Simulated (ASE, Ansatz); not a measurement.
composition Zr3Cu5, cell Zr18Cu30, brought to this temperature after a much hotter stage [in the CHGNet run: it was liquid; mean temperature 1421 K (target 1350 K); density 6.98 g/cm³, volume +10 % from the start cell's], 1350 K. 6 frames were taken from MD with the machine-learned potential CHGNet 0.3.0 in ASE and computed both with PBE in Ansatz (an electronic-structure program) and with the machine-learned potential CHGNet 0.3.0.

- plane-wave cutoff: 420 eV
- k-points: one point, (1/4, 1/4, 1/4)
- Fermi-Dirac width: 0.116 eV
- spin: not polarised; no spin-orbit coupling

The cell was prepared with CHGNet: 80 FIRE steps from the random lattice; melt: 800 steps of 3.0 fs, 2125 K, NVT (Langevin); cool: 300 steps of 3.0 fs, 2125 to 1437 K, NVT (Langevin); cool: 400 steps of 3.0 fs, 1437 to 1350 K, Langevin with a Berendsen-type barostat every 10 steps; settle: 800 steps of 3.0 fs, 1350 K, Langevin with a Berendsen-type barostat every 10 steps; hold: 300 steps, 1350 K, NVT (Langevin) at the mean cell. The atoms began on random sites, so units and networks may differ from a laboratory melt's. Atoms moved only 1.3 Å² (mean square) in the hot stage, so mixing may be incomplete. On the run's last frame a denser k-mesh moved the forces by 0.047 eV/Å rms, the static pressure by 0.00 GPa and the free energy by -2 meV/atom, which is about how far such values are converged.

Q: How well does the machine-learned potential reproduce the DFT forces, energies and pressure here?

A: 
* **rms force component in DFT**: 0.87 eV/Å
* **rms force difference, CHGNet less DFT**: 0.208 eV/Å
* **relative force difference**: 24 %
* **slope of CHGNet against DFT forces**: 1.00
* **rms difference of relative energies**: 7.6 meV/atom
* **spread of DFT energies over the frames**: 11.5 meV/atom
* **static pressure, CHGNet less DFT**: -0.67 GPa
* **force difference by element**: Cu 0.176, Zr 0.253 eV/Å
Forces are off by 24 % of their rms size. The potential was trained on another code's PBE and PBE+U relaxation paths of database crystals (MPtrj), so part of the difference is that of settings: a denser k-mesh moves the DFT forces of one frame by 0.047 eV/Å rms and its pressure by 0.00 GPa.
